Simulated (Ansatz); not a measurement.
Rh₂O₃ (R-3c, No. 167, 10 atoms in the cell; start mp-542734) was calculated with r²SCAN+rVV10 (Ansatz, a quantum-chemistry and plane-wave program, PAW).

Settings: plane-wave cutoff 500 eV, 10×10×10 k mesh, Fermi–Dirac smearing 0.05 eV, no spin polarisation, scalar-relativistic PAW data made under PBE.

Cell (relaxed at this level):

```cif
data_O6Rh4
_chemical_formula_sum 'Rh4 O6'
_space_group_name_H-M_alt 'P 1'
_space_group_IT_number 1
_cell_length_a 5.47425
_cell_length_b 5.47425
_cell_length_c 5.47425
_cell_angle_alpha 55.873
_cell_angle_beta 55.873
_cell_angle_gamma 55.873
loop_
_space_group_symop_operation_xyz
  'x, y, z'
loop_
_atom_site_label
_atom_site_type_symbol
_atom_site_fract_x
_atom_site_fract_y
_atom_site_fract_z
_atom_site_occupancy
Rh1 Rh 0.84924 0.84924 0.84924 1
Rh2 Rh 0.15076 0.15076 0.15076 1
Rh3 Rh 0.65076 0.65076 0.65076 1
Rh4 Rh 0.34924 0.34924 0.34924 1
O1 O 0.04999 0.45001 0.75000 1
O2 O 0.95001 0.54999 0.25000 1
O3 O 0.75000 0.04999 0.45001 1
O4 O 0.25000 0.95001 0.54999 1
O5 O 0.45001 0.75000 0.04999 1
O6 O 0.54999 0.25000 0.95001 1
```

Problem. Predict the band gap.

Solution. 
band gap: 0.99 eV (on the SCF k mesh)

Note: the relaxation could not lower the start's symmetry, so the cell can be a saddle point above a distorted one.

Spin–orbit coupling is not included.

It cost very roughly 6 core-minutes of CPU time.

A start named mp-… is a Materials Project structure, which need not be a measured phase.
